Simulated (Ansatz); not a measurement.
Faces of tetragonal MoSi2 in 1x1 cells, as slabs relaxed from ideal cuts; for each face the lowest of the symmetric, stoichiometric cuts and spin starts that were computed. The slabs keep the symmetry of their cuts; real faces may buckle, or reconstruct in larger cells. No spin-orbit coupling, no Hubbard U.

These are PBE (plane waves to 420 eV, PAW; Ansatz, an electronic-structure program) values and carry that method's errors.

```
face   cell area (Å²)  outermost plane spacing of the ideal cut (Å)  γ unrelaxed (J/m²)  γ relaxed (J/m²)  work function, top face (eV)
-----  --------------  --------------------------------------------  ------------------  ----------------  ----------------------------
(001)           10.35                                          1.30                2.36        (withheld)                          4.46
(100)           25.33                                          1.61                2.77              2.64                    (withheld)
(101)           13.68                                          1.00                2.33              2.19                          4.98
(102)           32.71                                          0.42                2.39              2.28                          4.69
(110)           17.91                                          2.27                2.24              2.16                          4.19
(112)           20.68                                          0.65                2.66              2.41                          4.72
(201)           51.70                                          0.26                3.11        (withheld)                    (withheld)
(211)           28.78                                          0.47                2.40              2.27                          4.47
```

### Question
What belongs in the gaps?

### Answer

- (001), γ relaxed (J/m²): 2.32
- (100), work function, top face (eV): 4.76
- (201), γ relaxed (J/m²): 2.93
- (201), work function, top face (eV): 4.58
